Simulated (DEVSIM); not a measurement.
System: Schottky contact on n-type GaP, at 300 K.

Layer 1 from the left is GaP, thickness (μm) 2.10, Nd (cm⁻³) 1.8e16, τn (s) 1.5e-6, τp (s) 1.5e-6.

Left contact: Schottky, work function 4.86 eV, emission velocity 5.4e6 cm/s. Right contact: ohmic. Voltage is applied to the left contact. Recombination: SRH at mid-gap. Mobility is constant in doping.

This is a model device: material constants are rounded textbook-type values typed into the input, and sizes, dopings and lifetimes were drawn at random. Values at 300 K.

GaP: gap (eV) 2.26, affinity (eV) 3.8, permittivity 11.1, Nc (cm⁻³) 1.8e19, Nv (cm⁻³) 1.9e19, μn (cm²/Vs) 250, μp (cm²/Vs) 150.

Model (solved in DEVSIM): 1D drift-diffusion, Boltzmann statistics, complete ionisation; no tunnelling, impact ionisation, image-force lowering or self-heating. Metal contacts follow the ideal Schottky-Mott rule: no Fermi-level pinning, no interface dipoles.

Dark forward current:

```
|V| (V)  |J| (A/cm²)
-------  -----------
0.05       1.089e-10
0.10       8.550e-10
0.15        5.969e-9
0.20        4.099e-8
0.25        2.806e-7
0.30        1.917e-6
0.35        1.307e-5
0.40        8.898e-5
0.45       0.0006038
0.50        0.004082
0.55         0.02744
0.60          0.1828
0.65           1.191
0.70           7.197
0.75           33.84
0.80           101.0
0.85           204.4
0.90           329.6
0.95           467.4
1.00           612.9
1.05           763.6
1.10           918.0
1.15            1075
1.20            1234
1.25            1395
1.30            1557
```

Q: Work out the local ideality factor n = ΔV / (kT/q · ln(J2/J1)) between the rows 0.15 and 0.20 V, 1.25 and 1.30 V.

A: kT/q = 25.85 mV. From 0.15 to 0.20 V: ln(4.099e-8/5.969e-9) = 1.927, n = 1.00, near the 1 of diffusion or emission over a barrier. From 1.25 to 1.30 V: ln(1557/1395) = 0.110, n = 17.61; the layers' resistance at their doping, Σ W/(qμN) = 0.00029 Ω cm², would take 47 mV of this step of 50 mV.

Q: Estimate the current at 0.40 V for emission alone, J0 = q v N_band exp(−φB/kT), and read the barrier back from the simulated current.

A: φB = 1.060 eV, N_band = 1.80e19 cm⁻³, J0 = 2.42e-11 A/cm²; J = J0 (exp(qV/kT) − 1) = 0.000127 A/cm². The simulation gives 8.90e-5 A/cm²; the estimate lies 43 % above. Read backwards, the simulated current gives an apparent barrier of 1.069 eV. The estimate leaves out transport through the depletion region and minority injection.
